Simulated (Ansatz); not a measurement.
Consider RbBr in the rock salt structure (space group Fm-3m, No. 225; a = 6.8433 Å). Axes: x, y, z lie along the cube axes.

Calculations: plane-wave PAW DFT at the PBEsol level (Ansatz, an electronic-structure program, 420 eV), without spin-orbit coupling.

Base values:

The band gap is 4.22 eV and the electron mass is 0.36 mₑ (at Γ).

It is then changed as follows: biaxial strain −0.50 %, plane normal [001], relaxed out of plane (Cartesian); in-plane vectors clamped, the third vector and the atoms free.

Question: What does the calculation give for the band gap, electron mass and out-of-plane strain after the change?

Answer: The band gap rises by 0.02 eV, from 4.22 eV to 4.24 eV; the electron mass is still 0.36 mₑ (at Γ); the out-of-plane strain amounts to +0.15 %.

Masses are band curvatures over ±0.01 Å⁻¹ around the edge. Whether these cells are dynamically stable was not tested.
